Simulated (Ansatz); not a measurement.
**PdBi2 (model structure, started from the PtBi2 type, P31m, No. 157, 9 atoms in the cell): properties by level of theory**

```csv
level (code),lattice constant a (Å),lattice parameter c (Å),cohesive energy (eV/atom)
LDA (Ansatz),6.514,5.970,4.24
PBE (Ansatz),___,___,3.13
PBEsol (Ansatz),___,6.024,___
r²SCAN (Ansatz),___,6.165,___
```

Question: What belongs in the gaps?

Answer: 
- PBE (Ansatz, an electronic-structure program), lattice constant a (Å): 6.677
- PBE (Ansatz), lattice parameter c (Å): 6.177
- PBEsol (Ansatz), lattice constant a (Å): 6.569
- PBEsol (Ansatz), cohesive energy (eV/atom): 3.65
- r²SCAN (Ansatz), lattice constant a (Å): 6.633
- r²SCAN (Ansatz), cohesive energy (eV/atom): 3.06

Ansatz's density-functional and Hartree–Fock values are scalar-relativistic unless marked +SOC, with PAW data made under PBE.

The crystal itself was run without spin with LDA, PBE, PBEsol, r²SCAN; a magnetic state was not tried in these runs.

Free atoms are spin-polarised, in the lowest state found; at levels without +SOC their spin–orbit coupling is left out.

A model structure was made by putting elements into a prototype or built by hand; it is no filed structure, need not be a known phase, and can be a saddle point held by its symmetry.
